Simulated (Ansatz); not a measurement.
Base system: VN in the rock salt structure (space group Fm-3m, No. 225; a = 4.073 Å).

The values are results of Ansatz (a program for electronic structure), PBEsol, PAW, cutoff 420 eV, no SOC, not measurements.

Before the change:

- Pressure = 0.0 GPa
- Band gap = zero

Modification: the cell is scaled by 1.0099 in all directions; the atoms relax in the strained cell.

Question: Estimate the effect on the energy relative to the base, pressure and band gap.

Answer: The energy rises by 7.7 meV/atom; the pressure goes from zero to -9.5 GPa; the band gap stays zero.

Whether these cells are dynamically stable was not tested. Seeded moments were not kept for the base. The final runs are not spin-polarised.
